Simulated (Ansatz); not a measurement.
Take Au in the fcc (Cu type) structure (space group Fm-3m, No. 225; a = 4.125 Å; relaxed with 0.1 eV smearing) as the base.

Computed with r2SCAN (Ansatz, an electronic-structure program, PAW, scalar-relativistic without spin-orbit coupling).

Strains are applied to the cell and any free atomic positions relax.

One change was made to it. Results:

| quantity | base | after |
|---|---|---|
| pressure | 0.0 GPa | -7.6 GPa |
| energy relative to the base (free energy F) | 0 meV/atom | +27 meV/atom |

Task: What was done to the base?
A. isotropic strain +3.00 %
B. isotropic strain +2.00 %
C. isotropic strain +0.50 %
D. isotropic strain +2.50 %
E. isotropic strain +1.50 %

Result: B, isotropic strain +2.00 %. For comparison, the energy relative to the base in the other runs: isotropic strain +0.50 % gives +1.8 meV/atom; isotropic strain +2.50 % gives +42 meV/atom; isotropic strain +1.50 % gives +16 meV/atom; isotropic strain +3.00 % gives +59 meV/atom.

Whether these cells are dynamically stable was not tested.
